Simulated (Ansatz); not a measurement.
Effect of pressure 10 GPa on BaTe

Take BaTe in the rock salt structure (space group Fm-3m, No. 225; a = 7.0644 Å) as the base.

It is then changed as follows: cell and atoms relaxed at a pressure of 10 GPa.

The values are results of Kohn–Sham DFT with the PBE functional, run in Ansatz (a quantum-chemistry and plane-wave program) with PAW and 420 eV plane waves, no spin-orbit coupling, not measurements. Settings: 8×8×8 k-points, 0.05 eV Fermi–Dirac smearing.

The density increases by 1.21 g/cm³ to 6.20 g/cm³ and the lattice parameter a drops by 0.4938 Å, from 7.064 Å to 6.571 Å. The shortest interatomic distance drops by 0.247 Å, from 3.532 Å to 3.285 Å and the band gap shrinks by 0.534 eV (1.66 eV → 1.12 eV). The gap character is still indirect, Γ → X and the width of the top valence band grows by 0.46 eV, from 1.02 eV to 1.48 eV. The electron mass changes from 1.3 mₑ along k, 0.28 mₑ across (at X) to 1.3 mₑ along k, 0.21 mₑ across (at X) and the hole mass (degenerate bands, along [100]) changes from 0.16, 1.3, 1.3 mₑ (at Γ) to 0.13, 1.1, 1.1 mₑ (at Γ).

Final structure:

```
CELL_PARAMETERS angstrom
      0.00000     3.28530     3.28530
      3.28530     0.00000     3.28530
      3.28530     3.28530     0.00000
ATOMIC_POSITIONS crystal
  Ba 0.00000 0.00000 0.00000
  Te 0.50000 0.50000 0.50000
```

Cost of the whole job for the changed cell (relaxation, final SCF and bands): roughly 11 core-seconds.

With Te present, leaving out spin-orbit coupling can change the band edges. Load acts through the strain it causes; cell and atoms are relaxed under it. Effective masses come from finite differences of ±0.01 Å⁻¹. Along k means along the line from Γ to the band edge. Whether these cells are dynamically stable was not tested. Competing high-pressure phases were not computed.
